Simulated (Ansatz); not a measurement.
System: Sc2B2Ge (model structure, started from the Ti2InB2 type, P-6m2, No. 187, 5 atoms in the cell). Method: LDA in Ansatz (PAW).

Run with plane-wave cutoff 520 eV, 24×24×8 k mesh (along the axes of the cell as run), Fermi–Dirac smearing 0.05 eV, scalar-relativistic PAW data made under PBE.

Cell (relaxed at this level):

```cif
data_B2GeSc2
_chemical_formula_sum 'Sc2 Ge1 B2'
_space_group_name_H-M_alt 'P 1'
_space_group_IT_number 1
_cell_length_a 3.12067
_cell_length_b 3.12067
_cell_length_c 7.74027
_cell_angle_alpha 90.000
_cell_angle_beta 90.000
_cell_angle_gamma 120.000
loop_
_space_group_symop_operation_xyz
  'x, y, z'
loop_
_atom_site_label
_atom_site_type_symbol
_atom_site_fract_x
_atom_site_fract_y
_atom_site_fract_z
_atom_site_occupancy
Sc1 Sc 0.33333 0.66667 0.71715 1
Sc2 Sc 0.33333 0.66667 0.28285 1
Ge1 Ge 0.00000 0.00000 0.00000 1
B1 B 0.00000 0.00000 0.50000 1
B2 B 0.66667 0.33333 0.50000 1
```

Task: Give the computed bulk modulus.

Result: 
- bulk modulus: 142 GPa

The run finds no gap.

Note: the bulk modulus is −V dP/dV from two relaxed cells at ±2 % in volume; the relaxation could raise the start's symmetry but not lower it, so the cell can be a saddle point.

Static lattice: no zero-point or thermal effects.

Computing time: roughly 2.7 core-minutes.

A model structure was made by putting elements into a prototype or built by hand; it is no filed structure, need not be a known phase, and can be a saddle point held by its symmetry.

Ansatz is a program for electronic structure.
